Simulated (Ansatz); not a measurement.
The starting structures come from a database of crystals and need not be the phases stable at ambient conditions.

 Where the default PAW files enter, the runs use the earlier of Ansatz's two default sets.

Input:

```
LiNOSi
1.0
    4.74236     0.00000     0.00000
    0.00000     5.18101     0.00000
    0.00000     0.00000     6.34068
Li Si N O
4 4 4 4
Direct
  0.00056   0.40313   0.38691
  0.50056   0.59687   0.61309
  0.50056   0.09687   0.38691
  0.00056   0.90313   0.61309
  0.48908   0.58086   0.12081
  0.98908   0.41914   0.87919
  0.98908   0.91914   0.12081
  0.48908   0.08086   0.87919
  0.85310   0.60871   0.08565
  0.35310   0.39129   0.91435
  0.35310   0.89129   0.08565
  0.85310   0.10871   0.91435
  0.40726   0.95956   0.65518
  0.90726   0.04044   0.34482
  0.90726   0.54044   0.65518
  0.40726   0.45956   0.34482
```

Space group of this cell: Pca2_1. The cell is taken as given.

Transport runs along the normal of the first two printed cell vectors.

No gap correction and no spin-orbit coupling; mid-gap values are interpolated between computed energies.

Task: Predict the band gap and the smallest decay constant κ at mid-gap from r2SCAN run with Ansatz (a program for electronic structure).

Result: Gap 6.19 eV on a 6×6×6 mesh; κ = 0.466 1/Å, at the zone centre.
